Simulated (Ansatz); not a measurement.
An Ansatz (a program for electronic structure) input (r2SCAN/PAW in Ansatz, no spin-orbit coupling):

Ansatz 0.2 input:
```yaml
crystal:
  lattice:
    - [0, 2.6336653952, 2.6336653952]
    - [2.6336653952, 0, 2.6336653952]
    - [2.6336653952, 2.6336653952, 0]
  atoms:
    - { symbol: W, position: [0, 0, 0] }
    - { symbol: Mg, position: [0.5, 0.5, 0.5] }
basis: { ecutwfc: 500, ecutrho_ratio: 4, xc_grid: 4, fft_grid_basis: typed }
kpoints: { mp_grid: { grid: [15, 15, 15] } }
hamiltonian:
  xc: r2scan
  dispersion: none
  pseudopotentials: { kind: paw }
scf: { occupations: { method: fermi_dirac, width: 0.05 }, convergence: { dr2_threshold: 0.0000000002 } }
output: { forces: true, stress: true }
checkpoint: { write: state.ck, write_every: 1000 }
```

Which symmetry and how many k-points will the program report, and about how many plane waves at Γ?

Space group Fm-3m (ITA 225) with 48 operations, k-points 120 of 3375, and 941 plane waves at Γ.

No phonon test of stability was made. All final runs are without spin polarisation. The cell was made from MgS by this change: S → W; the result is a hypothetical phase, not in the database extracts checked.
